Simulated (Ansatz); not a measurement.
Base system: SiO2 (space group P3_221, No. 154; a = 4.8658 Å, c = 5.3652 Å).

Computed with Ansatz (a first-principles code) LDA, no spin-orbit coupling.

For the base:

The electron mass is 0.50 mₑ (at Γ).

One thing is altered: the cell is scaled by 1.0150 in all directions, atoms relaxed at fixed cell.

How does this affect the electron mass and mean gap deformation potential ΔEg/Δln V?

The electron mass changes from 0.50 mₑ (at Γ) to 0.51 mₑ (at Γ); the mean gap deformation potential ΔEg/Δln V is -3.1 eV.

The cells carry an imposed strain or load. Masses are band curvatures over ±0.01 Å⁻¹ around the edge. Whether these cells are dynamically stable was not tested.
